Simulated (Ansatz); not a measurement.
The reference is GaAs in the zinc blende structure (space group F-43m, No. 216; a = 5.659 Å).

Levels (all Ansatz, an electronic-structure program, PAW, earlier PAW set): PBEsol (420 eV, scalar-relativistic without spin-orbit coupling); r2SCAN (500 eV, no spin-orbit coupling).

The geometry is relaxed with PBEsol.

| Property | Value |
|---|---|
| PBEsol band gap | 0.42 eV |
| PBEsol width of the top valence band | 3.36 eV |
| PBEsol gap character | direct at Γ |

With r2SCAN at the same geometry, the band gap rises by 0.572 eV (0.42 eV → 1.00 eV); the width of the top valence band increases by 0.06 eV, from 3.36 eV to 3.42 eV; the gap character remains direct at Γ.

Single points use the geometry relaxed with PBEsol. Stability against distortions was not tested.
